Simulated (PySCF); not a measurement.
PySCF 2.14.0, R2SCAN/def2-tzvp, df: Pb(Cl)2 ([Cl][Pb][Cl]), 3 atoms. The geometry is a generated start, not checked to be a minimum at this level.

| Item | Value |
|---|---|
| task | energy |
| method | r2scan |
| basis | def2-tzvp |
| two-electron scheme | density fitting |
| mol.max_memory | 3000 MB |
| mf.max_cycle | 100 |
| mf.conv_tol | 1e-09 (default) |
| mf.grids.level | 3 (default) |
| effective core potentials | those of the basis set, past Kr |
| basis functions | 124 |
| grid points | 60992 |

```xyz
3

Pb     0.0505    -0.0449     1.0521
Cl     1.2194     1.4754    -0.5227
Cl    -1.2699    -1.4304    -0.5294
```

With the defaults (mf.DIIS = CDIIS, mf.diis = true, mf.damp = 0, mf.diis_start_cycle = 1, mf.init_guess = minao, mf.diis_space = 8, mf.level_shift = 0) it converges in 14 Fock builds. One run each on 2 threads, 1 BLAS thread, with these changes:
- mf.init_guess = mod_huckel
- mf.diis_space = 12
- mf.init_guess = atom
- mf.level_shift = 1 Hartree
- mf.level_shift = 0.3 Hartree
- mf.diis = false
- mf.diis_space = 20
- mf.damp = 0.3, mf.diis_start_cycle = 4
- mf.DIIS = EDIIS

**Question.** Which of these changes keep the SCF from converging, or lead it to another solution?

**Answer.** No convergence: mf.DIIS = EDIIS; mf.diis = false (the run ends without SCF convergence in 100 cycles). The rest reach the solution of the defaults.

| setting | Fock builds | end |
|---|---|---|
| mf.init_guess = atom | 13 | same solution |
| the defaults | 14 | same solution |
| mf.diis_space = 20 | 14 | same solution |
| mf.init_guess = mod_huckel | 14 | same solution |
| mf.diis_space = 12 | 14 | same solution |
| mf.level_shift = 0.3 Hartree | 17 | same solution |
| mf.damp = 0.3, mf.diis_start_cycle = 4 | 18 | same solution |
| mf.level_shift = 1 Hartree | 41 | same solution |
| mf.DIIS = EDIIS | 101 | no convergence |
| mf.diis = false | 101 | no convergence |
